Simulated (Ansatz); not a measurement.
WS2, response to strain

Consider WS2 (space group P6_3/mmc, No. 194; a = 3.154 Å, c = 12.141 Å; layered, stacked along the Cartesian z axis).

Strains are applied to the cell and any free atomic positions relax.

The values are results of PBE-D3(BJ) (Ansatz, a quantum-chemistry and plane-wave program), no SOC, not measurements.

Notes on the quantities. energy relative to the base: free energy F; pressure: mean of the normal stresses, compression positive.

| variant | energy relative to the base | largest internal atomic displacement | shortest interatomic distance | electron mass | pressure |
|---|---|---|---|---|---|
| base | 0 meV/atom | – | 2.407 Å | – | 0.00 GPa |
| isotropic strain −3.00 % | (withheld) | 0.074 Å | 2.384 Å | 0.34 mₑ along c, 0.42 mₑ across (off the special points) | (withheld) |
| isotropic strain −2.40 % | +24 meV/atom | 0.060 Å | 2.389 Å | 0.36 mₑ along c, 0.44 mₑ across (off the special points) | 6.80 GPa |
| isotropic strain −1.80 % | +13 meV/atom | (withheld) | 2.394 Å | 0.38 mₑ along c, 0.46 mₑ across (off the special points) | 4.88 GPa |
| isotropic strain −1.20 % | +5.8 meV/atom | 0.030 Å | 2.398 Å | 0.40 mₑ along c, 0.50 mₑ across (off the special points) | 3.14 GPa |
| isotropic strain −0.60 % | +1.4 meV/atom | 0.015 Å | 2.403 Å | 0.42 mₑ along c, 0.52 mₑ across (off the special points) | 1.50 GPa |

Problem. Complete the table.

Solution. 
- isotropic strain −3.00 %, energy relative to the base: +39 meV/atom
- isotropic strain −3.00 %, pressure: 8.89 GPa
- isotropic strain −1.80 %, largest internal atomic displacement: 0.045 Å

Spin-orbit coupling, missing from the scalar runs, can matter with W. The levels and masses belong to the bands next to the band gap. Masses are band curvatures over ±0.01 Å⁻¹ around the edge. No phonon test of stability was made.
